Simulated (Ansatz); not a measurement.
Ansatz (a program for electronic structure) run on a (100) slab of ZrB (cut from a parent of space group no. 225; 8 atoms in the cell): zone-centre phonon calculation.

Method of the run: PBE, PAW files (plane waves; Ansatz).

```
CELL_PARAMETERS angstrom
      3.47376     0.00000     0.00000
     -3.47376     3.47376     0.00000
      0.00000     0.00000    23.36900
ATOMIC_POSITIONS crystal
  B  0.00000 0.00000 0.44745
  B  0.00000 0.50000 0.34233
  B  0.00000 0.00000 0.65767
  B  0.00000 0.50000 0.55256
  Zr 0.00000 0.00000 0.34233
  Zr 0.00000 0.50000 0.44745
  Zr 0.00000 0.00000 0.55256
  Zr 0.00000 0.50000 0.65767
```

Reference input (self-consistent single point, DFT, PBE, plane waves, PAW files): basis.ecutwfc = 420 eV; kpoints.mp_grid.grid = 7 7 1; hamiltonian.xc = pbe; hamiltonian.pseudopotentials = {kind: paw} (the program's default PAW files); scf.occupations.method = gaussian; scf.occupations.width = 0.2 eV. This run's input differs from it in these lines:

```diff
@@ -23,6 +23,4 @@
   occupations: { method: gaussian, width: 0.2 }
-output:
-  forces: true
-  eigenvalues: true
-  stress: true
+phonons:
+  method: dfpt
```

The program printed (abridged):

```
SCF iter   1: F=—  HF=-17365.856158 eV  |F-HF|=—  |Δ(HF+E_count)|=         —  Δρ=5.43e-2  dr2=4.13e1  ethr=3.10e-3  ⟨swp⟩=6.9  Hψ=2930  notcnv=0
all-band conjugate gradients solve this SCF's bands
preconditioner: auto → LDOS
SCF iter   2: F=—  HF=-17359.659854 eV  |F-HF|=—  |Δ(HF+E_count)|=    6.20e0  Δρ=2.48e-2  dr2=1.64e0  ethr=3.10e-3  ⟨swp⟩=4.3  Hψ=1699  notcnv=0  defer=25
   [... lines left out ...]
SCF iter  10: F=—  HF=-17359.502940 eV  |F-HF|=—  |Δ(HF+E_count)|=   3.45e-8  Δρ=1.24e-6  dr2=1.07e-8  ethr=2.13e-10  ⟨swp⟩=2.6  Hψ=943  notcnv=0  defer=27
SCF iter  11: F=—  HF=-17359.502940 eV  |F-HF|=—  |Δ(HF+E_count)|=   1.69e-8  Δρ=3.79e-7  dr2=7.90e-10  ethr=1.79e-11  ⟨swp⟩=2.7  Hψ=1024  notcnv=0  defer=27
SCF iter  12: F=—  HF=-17359.502940 eV  |F-HF|=—  |Δ(HF+E_count)|=   1.16e-9  Δρ=8.39e-8  dr2=2.99e-11  ethr=1.32e-12  ⟨swp⟩=2.6  Hψ=1046  notcnv=0  defer=27
SCF iter  13: F=-17359.502940 eV  HF=-17359.502940 eV  |F-HF|=5.09e-11  |Δ(HF+E_count)|=  5.09e-11  Δρ=2.39e-8  dr2=2.24e-12  ethr=1.00e-12  ⟨swp⟩=18.4  Hψ=4077  notcnv=0
SCF 1 converged in 13 iterations: F = -17359.502940 eV  dr2 = 2.24e-12
DFPT response loops at Γ: preconditioner auto → none (partly filled bands, converged f_vac=0.507); β = 0.50; Broyden in place of MSR1
Free energy (F): -17359.502940 eV
Internal energy: -17359.368781 eV  (E = F + TS)
E sigma→0 (E₀):  -17359.435860 eV
Entropy (-TS):   -0.134159 eV (-16.770 meV/atom)
Fermi energy:    2.763568 eV
--- Phonons (Γ-DFPT): 8 representative perturbations + reference, on 16 of 49 k-points (Σ response iterations 30) ---
  k mesh reduced under 2 symmetry operations, with k and −k counted as one. Each operation leaves every solved perturbation unchanged …
  ASR residual: 3.163e-5 → 0.000e0 eV/Å²; symmetrization residual: 4.719e-6 eV/Å²
  ASR residual per site (eV/Å²): 2.10e-5 1.46e-5 1.46e-5 2.10e-5 2.50e-5 3.16e-5 3.16e-5 2.50e-5
  Γ frequencies (cm⁻¹): 0.00 0.00 0.00 49.27 49.27 94.87 94.87 123.71 141.94 141.94 188.33 206.32 369.01 369.01 371.54 383.34 383.34 386.24 438.95 438.95 442.58 442.58 447.38 480.30
  non-analytic LO–TO correction: not included (Born effective charges unavailable; polar crystals: no LO–TO splitting at Γ)
```

The run converged in 13 iterations. 

Summary of the result:
Free energy E − TS (on the zero of these files): -17359.5029 eV
Fermi level (on the code's own zero): 2.76 eV
Zone-centre frequencies (cm⁻¹; negative means imaginary): 0, 0, 0, 49, 49, 95, 95, 124, 142, 142, 188, 206, 369, 369, 372, 383, 383, 386, 439, 439, 443, 443, 447, 480

The starting cell comes from a database of computed structures (which also holds hypothetical and non-ambient phases and stackings), without a prior relaxation at this level. The slab is cut from that crystal, and its faces are unrelaxed. Spin polarisation is off, though cut faces can carry moments; the slab shows no gap.

Cost on one core of a shared machine: roughly 3 min.

Keys are those of Ansatz 0.2.
